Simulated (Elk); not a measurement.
A self-consistent single point of TiPd (P1, 2 atoms in the cell) with Elk.

Computed with PBEsol, all-electron FP-LAPW, Elk's shipped species files, APW+lo basis with extra local orbitals (Elk).

```
CELL_PARAMETERS angstrom
      3.17580     0.00000     0.00000
      0.00000     3.17580     0.00000
      0.00000     0.00000     3.17580
ATOMIC_POSITIONS crystal
  Ti 0.51086 0.50389 0.50314
  Pd 0.98914 0.99611 0.99686
```

Reference input (self-consistent single point, DFT, LDA (PW92), all-electron FP-LAPW, Elk's shipped species files, APW+lo basis with extra local orbitals): xctype = 3; rgkmax = 7.5; stype = 0; swidth = 0.00183747 Ha; ngridk = 9 9 9; gmaxvr = 16 1/bohr; nxlo = 2; lorbcnd = true; lmaxi = 2. This run's input differs from it in these lines:

```diff
@@ -4,3 +4,3 @@
 xctype
-  3
+  22
```

The program printed (abridged):

```
│ Self-consistent loop started │
│ Loop number : 1 │
 total energy                :     -5854.53204401
│ Loop number : 2 │
 total energy                :     -5860.07835374
RMS change in Kohn-Sham potential (target) :   0.9763878771     (  0.1000000000E-05)
Absolute change in total energy (target)   :    5.546309730     (  0.1000000000E-03)
│ Loop number : 3 │
 total energy                :     -5869.26988815
RMS change in Kohn-Sham potential (target) :   0.8233900995     (  0.1000000000E-05)
Absolute change in total energy (target)   :    10.57811185     (  0.1000000000E-03)
│ Loop number : 4 │
   [... lines left out ...]
Absolute change in total energy (target)   :   0.7094172333E-03 (  0.1000000000E-03)
│ Loop number : 17 │
 total energy                :     -5897.60779513
RMS change in Kohn-Sham potential (target) :   0.1607942726E-05 (  0.1000000000E-05)
Absolute change in total energy (target)   :   0.1818553746E-03 (  0.1000000000E-03)
│ Loop number : 18 │
 total energy                :     -5897.60779118
RMS change in Kohn-Sham potential (target) :   0.4519459877E-06 (  0.1000000000E-05)
Absolute change in total energy (target)   :   0.4941472525E-04 (  0.1000000000E-03)
Convergence targets achieved

│ Loop number : 19 │

Energies :
 Fermi                       :     0.317319698152
 total energy                :     -5897.60778974

Density of states at Fermi energy :    123.7997981
 (states/Hartree/unit cell)

Estimated indirect band gap :   0.3908411350E-04
 from k-point    712 to k-point    569
Estimated direct band gap   :   0.3688021426E-02
 at k-point     57

Charges :
 core                        :    38.00000000
 valence                     :    30.00000000
 interstitial                :    2.468657848
 muffin-tins (core leakage)
  species :    1 (Ti)
   atom    1                 :    20.26530378     (  0.5245119894E-09)
  species :    2 (Pd)
   atom    1                 :    45.26603837     (  0.3742538723E-08)
 total in muffin-tins        :    65.53134215
 total calculated charge     :    68.01071658
 total charge                :    68.00000000
 error                       :   0.1071657562E-01

│ Self-consistent loop stopped │
```

The run converged in 19 iterations. The count includes the last loop, which Elk runs after its targets are met. 

The starting cell comes from a database of computed structures (which also holds hypothetical and non-ambient phases and stackings), without a prior relaxation at this level. Its atoms were displaced at random from the sites of space group no. 221. Spin polarisation is off. Values depend on the basis (sphere radii, cutoffs, local orbitals), which need not be converged. The log's line on a gap gives a spacing of levels on this mesh, which the program prints for metals too.

Cost on one core of a shared machine: roughly 6 min.
